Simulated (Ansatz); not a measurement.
Worked calculations on one periodic cell of amorphous Hf$_{18}$O$_{38}$Sn: Hf18O38Sn, 57 atoms, volume 739.9 Å³, made by a melt-quench on the CHGNet potential and relaxed with DFT. O atoms were pushed apart under 1.9 Å during the dynamics, to hinder bonds among them. It is a model cell: composition and starting density were chosen by hand, and all elements were melted together. Cycles of charging were run to anneal it. Computed with PBE, scalar-relativistic without spin-orbit coupling (plane waves to 420 eV, PAW; Ansatz, a program for electronic structure). Sampling: a 2×2×2 Γ-centred mesh; Fermi-Dirac width 0.02 eV; no spin polarisation. Its volume was held where the quench left it, its shape was free, and it stands at a mean pressure of 0.2 GPa with stress components up to 0.2 GPa; the relaxation ran on the zone centre alone. Its density went from a set 8.84 to 8.84 g/cm³. The cell is small and was quenched far faster than a real film, so it is one sample of the glass.

### Question
Count formal charges (Hf +4, O -2, Sn +4). What does the count lead one to expect at the Fermi level, and what does the calculation give?

### Answer
18 × (+4) + 38 × (-2) + 1 × (+4) = 0. The charges balance, so the anion-derived valence states can be full and a gap can open. On this mesh the highest filled and lowest empty level lie 3.15 eV apart, the PBE gap of this cell, with a localised state at one edge or both.

Four energies for an added electron at PBE on the zone centre alone (charged cells in a uniform background, spin-polarised): neutral at the neutral geometry -310659.075 eV; charged at the neutral geometry -310644.090 eV; charged and relaxed -310644.812 eV; neutral at the charged geometry -310658.166 eV.

### Question
Find the two relaxation energies and their sum, the reorganisation energy.

### Answer
On charging: -310644.090 − (-310644.812) = 0.722 eV. On discharging: -310658.166 − (-310659.075) = 0.909 eV. The sum is 1.631 eV. The carrier's level spreads over 6 of the 57 atoms' worth, so it counts as partly localised, most on one Sn atom with neighbours O 2.02 Å, O 2.03 Å, O 2.05 Å, O 2.08 Å, O 2.22 Å (neutral geometry). The values are uncorrected: the image energy of a point charge in this cell, 2.84 × 14.40 / (2 × 9.0) = 2.3 eV before screening, is screened by electrons alone at the fixed geometry and by ions too after relaxing, and the carrier can be spread before it relaxes, so each term can be off by up to that value times 1/ε∞, some tenths of an eV. PBE's self-interaction favours spread-out carriers, so a hybrid can localise more.

Four energies for a hole at PBE on the zone centre alone (charged cells in a uniform background, spin-polarised): neutral at the neutral geometry -310659.075 eV; charged at the neutral geometry -310670.658 eV; charged and relaxed -310670.934 eV; neutral at the charged geometry -310658.251 eV.

### Question
Find the two relaxation energies and their sum, the reorganisation energy.

### Answer
On charging: -310670.658 − (-310670.934) = 0.276 eV. On discharging: -310658.251 − (-310659.075) = 0.824 eV. The sum is 1.100 eV. The carrier's level spreads over 3 of the 57 atoms' worth, so it counts as localised, most on one O atom with neighbours Hf 1.97 Å, Hf 1.99 Å (neutral geometry). The values are uncorrected: the image energy of a point charge in this cell, 2.84 × 14.40 / (2 × 9.0) = 2.3 eV before screening, is screened by electrons alone at the fixed geometry and by ions too after relaxing, and the carrier can be spread before it relaxes, so each term can be off by up to that value times 1/ε∞, some tenths of an eV. PBE's self-interaction favours spread-out carriers, so a hybrid can localise more.
